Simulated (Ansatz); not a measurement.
## Ta2O5: response to strain

The reference is Ta2O5 (space group C2, No. 5; a cell from a computed database, its experimental status unchecked).

```xyz
7
Lattice="2.9622 -2.5382 0.0000 2.9622 2.5382 0.0000 -2.6499 0.0000 5.1019" Properties=species:S:1:pos:R:3 pbc="T T T"
Ta     0.3578    -0.2037     1.4910
Ta     2.9168    -0.2037     3.6109
O      0.8132    -1.0382     3.3239
O      2.4613    -1.0382     1.7781
O     -1.4878    -0.3282     4.8789
O      4.7623    -0.3282     0.2230
O      1.6373     1.1553     2.5510
```

Cartesian axes are those of the cell as printed.

Strains are applied to the cell and any free atomic positions relax; under biaxial strain the out-of-plane vector relaxes too.

Method: PBEsol (Ansatz, a program for electronic structure, PAW, no SOC).

Notes on the quantities. energy relative to the base: free energy F.

```csv
variant,energy relative to the base,smallest direct gap,band gap
base,0 meV/atom,2.88 eV,2.40 eV
"biaxial strain −0.89 %, plane normal [001], relaxed out of plane",–,2.79 eV,2.35 eV
isotropic strain −1.84 %,+19 meV/atom,2.88 eV,2.38 eV
isotropic strain +0.61 %,+1.8 meV/atom,2.89 eV,2.40 eV
uniaxial strain ε_zz = −0.50 %,+0.4 meV/atom,2.91 eV,2.40 eV
```

Spin-orbit coupling, missing from the scalar runs, can matter with Ta. No phonon test of stability was made.
